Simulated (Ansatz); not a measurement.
Q: Name crystals whose Drude plasma energy lies between 9.9 and 15.5 eV and whose density of states at the Fermi level per atom lies between 0.38 and 0.6 states/eV, by PBEsol with spin-orbit coupling, rigid bands (Ansatz, an electronic-structure program).

A: Many crystals can fit; among those computed here:
- In (I4/mmm): 10.4 eV, 0.41 states/eV

Metals at this level; values at 300 K, both spins, means over directions. As a rough test of the mesh, the Fermi surface's area from every second k point differs by up to 3 %.
